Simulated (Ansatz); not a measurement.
Band structure of ZnCu2SnS4 (I-4, 8 atoms in the cell).

```xyz
8
Lattice="-2.7565 2.7565 5.5140 2.7565 -2.7565 5.5140 2.7565 2.7565 -5.5140" Properties=species:S:1:pos:R:3 pbc="T T T"
Zn     0.0000     2.7565     2.7570
Cu     0.0000     0.0000     0.0000
Cu     2.7565     0.0000     2.7570
Sn     0.0000     0.0000     5.5140
S      1.3355     1.2974     1.4225
S      1.2974     4.1775    -1.4225
S      1.4210     1.4591     6.9365
S      1.4591    -1.4210     4.0915
```

Level of theory: revPBE, harder PAW files (source: ansatz) made with PBE (plane waves; Ansatz, a program for electronic structure).

Settings: basis.ecutwfc = 51.4 Ry; kpoints.mp_grid.grid = 5 5 5; hamiltonian.xc = revpbe; hamiltonian.pseudopotentials = {kind: paw, source: ansatz}; scf.occupations.method = methfessel_paxton; scf.occupations.width = 0.02 Ry; kpoints.band_path.npoints = 6.

The starting cell comes from a database of computed structures (which also holds hypothetical and non-ambient phases and stackings), without a prior relaxation at this level. Its lattice was rescaled by a random factor within 2.5 % of one. Spin polarisation is off. The cutoff lies below the one recommended for these files. The run gives no clean gap (levels at the Fermi energy touch, overlap or are partly filled at this smearing), which alone does not show that the compound is a metal.

Levels in eV from the Fermi level, bands 49 to 56:
| point | 49 | 50 | 51 | 52 | 53 | 54 | 55 | 56 |
|---|---|---|---|---|---|---|---|---|
| Γ | -1.29 | -0.04 | -0.04 | 0.03 | 0.08 | 2.07 | 2.72 | 3.66 |
| X | -0.71 | -0.62 | -0.42 | -0.34 | 0.51 | 2.25 | 3.08 | 4.01 |
| Y | -0.73 | -0.66 | -0.57 | -0.50 | 0.72 | 2.44 | 3.44 | 3.77 |
| S | -1.16 | -0.92 | -0.60 | -0.49 | 1.32 | 2.52 | 3.06 | 3.73 |
| Z | -1.01 | -0.99 | -0.74 | -0.74 | 1.17 | 2.11 | 2.11 | 2.39 |
| S1 | -1.16 | -0.92 | -0.60 | -0.49 | 1.32 | 2.52 | 3.06 | 3.73 |
| N | -1.04 | -0.98 | -0.88 | -0.42 | 1.40 | 3.08 | 3.24 | 4.03 |
| P | -0.68 | -0.68 | -0.50 | -0.49 | 0.73 | 2.71 | 3.00 | 3.43 |
| Y1 | -0.73 | -0.66 | -0.57 | -0.50 | 0.72 | 2.44 | 3.44 | 3.77 |

No band crosses the Fermi level by more than 0.03 eV along this path.

Keys are those of Ansatz 0.2.
